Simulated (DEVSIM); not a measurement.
System: Pt/SiON/p-InP capacitor, at 250 K.

```tsv
layer (left to right)	material	thickness (nm)	Na (cm⁻³)
1	SiON	3.90	-
2	InP	3000	4.2e16
```

Metal gate on the left, work function 5.6 eV. Fixed charge at the semiconductor interface 1.3e10 cm⁻² (in units of +e); no interface traps.

The device is made up for the run: typed textbook-type constants, with dimensions and the other settings drawn at random. Values at 300 K; Nc and Nv go as T^1.5, mobilities as T to minus their exponent, the gap by Varshni's rule with the affinity fixed.

| parameter | SiON | InP |
|---|---|---|
| gap (eV) | 7 | 1.344 |
| affinity (eV) | 1.4 | 4.38 |
| permittivity | 5.5 | 12.5 |
| Nc (cm⁻³) | - | 5.7e17 |
| Nv (cm⁻³) | - | 1.1e19 |
| Varshni α (eV/K) | - | 0.000363 |
| Varshni β (K) | - | 162 |

Model (solved in DEVSIM): 1D Poisson equation in equilibrium, Boltzmann statistics, complete ionisation; no quantum confinement or tunnelling. Metal contacts follow the ideal Schottky-Mott rule: no Fermi-level pinning, no interface dipoles.

The substrate doping was swept, all else fixed.

| substrate doping (cm^-3) | minimum of the low-frequency capacitance (μF/cm²) | flat-band voltage (V) |
|---|---|---|
| 2.1e15 | 0.0141 | 0.04 |
| 4.2e15 | 0.0197 | 0.02 |
| 8.4e15 | 0.0271 | 0.01 |
| 2.1e16 | 0.0414 | -0.01 |
| 4.2e16 | 0.0576 | -0.03 |
| 8.4e16 | 0.0782 | -0.04 |

From the first row to the last the minimum of the low-frequency capacitance goes from 0.0141 to 0.0782. From the first row to the last the flat-band voltage goes from 0.04 to -0.04.
